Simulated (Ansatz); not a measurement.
Consider the following.

End structure of a constructed model of the (111)B surface of 3C silicon carbide (in the relaxation 3 C–C bonds formed), C-terminated, (√3x√3)R30° C adatom at H3 (bottom of the slab: 3 H on 3 bottom sites):

```yaml
crystal:
  lattice:
    - [4.64569, 2.68219, 0.00000]
    - [-4.64569, 2.68219, 0.00000]
    - [0.00000, 0.00000, 27.00000]
  atoms:
    - { symbol: Si, position: [0.00000, 0.33333, 0.35865] }
    - { symbol: Si, position: [0.33333, 0.00000, 0.35865] }
    - { symbol: Si, position: [0.66667, 0.66667, 0.35865] }
    - { symbol: C, position: [0.00000, 0.66667, 0.38206] }
    - { symbol: C, position: [0.33333, 0.33333, 0.38206] }
    - { symbol: C, position: [0.66667, 0.00000, 0.38206] }
    - { symbol: Si, position: [0.00000, 0.66787, 0.45221] }
    - { symbol: Si, position: [0.33213, 0.33213, 0.45221] }
    - { symbol: Si, position: [0.66787, 0.00000, 0.45221] }
    - { symbol: C, position: [0.00000, 0.00000, 0.47725] }
    - { symbol: C, position: [0.33333, 0.66667, 0.47476] }
    - { symbol: C, position: [0.66667, 0.33333, 0.47476] }
    - { symbol: Si, position: [0.00000, 0.00000, 0.54876] }
    - { symbol: Si, position: [0.33333, 0.66667, 0.54428] }
    - { symbol: Si, position: [0.66667, 0.33333, 0.54428] }
    - { symbol: C, position: [0.00000, 0.34364, 0.56907] }
    - { symbol: C, position: [0.34364, 0.00000, 0.56907] }
    - { symbol: C, position: [0.65636, 0.65636, 0.56907] }
    - { symbol: Si, position: [0.00000, 0.38195, 0.63901] }
    - { symbol: Si, position: [0.38195, 0.00000, 0.63901] }
    - { symbol: Si, position: [0.61805, 0.61805, 0.63901] }
    - { symbol: C, position: [0.00000, 0.72032, 0.66278] }
    - { symbol: C, position: [0.27968, 0.27968, 0.66278] }
    - { symbol: C, position: [0.72032, 0.00000, 0.66278] }
    - { symbol: H, position: [0.00000, 0.33478, 0.30309] }
    - { symbol: H, position: [0.33478, 0.00000, 0.30309] }
    - { symbol: H, position: [0.66522, 0.66522, 0.30309] }
    - { symbol: C, position: [0.00000, 0.00000, 0.67270] }
```

Model: 28-atom slab, 10.6 Å thick at the start with caps and adatoms (thin: gaps and levels are the slab's own), 6x6x1 mesh, Fermi-Dirac 0.025 eV, dipole correction, single point; on the structure that PBE left under its start's symmetry; spin-polarised, no spin-orbit, no U. The slab shows no gap on its mesh. The starting moment vanished. The program's check for a lower electronic state was not made. In PBE it lies 0.16 eV a 1x1 cell over the lowest computed structure of the same composition ((√3x√3)R30° C adatom at T4).

Q: Estimate the work function of the top face that r2SCAN, at the PBE geometry and the start's symmetry (Ansatz, a quantum-chemistry and plane-wave program) returns for this input.

A: 4.30 eV
